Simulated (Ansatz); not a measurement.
How the c axis length of SnO (model structure, started from the h-BN type, P6₃/mmc, No. 194, 4 atoms in the cell) moves with the method

No measured value is used here.

Q: Put these levels in order of the c axis length that they give for SnO (model structure, started from the h-BN type, P6₃/mmc, No. 194, 4 atoms in the cell), smallest first: PBE (Ansatz, a first-principles code), PBE-D3(BJ) (Ansatz), PBEsol (Ansatz).

A: PBEsol (5.125 Å), PBE-D3(BJ) (5.191 Å), PBE (5.238 Å)

PBE-D3(BJ): a distance lies near a switch of the dispersion term, which can move the cell. Ansatz's density-functional and Hartree–Fock values are scalar-relativistic unless marked +SOC, with PAW data made under PBE.

A model structure was made by putting elements into a prototype or built by hand; it is no filed structure, need not be a known phase, and can be a saddle point held by its symmetry.
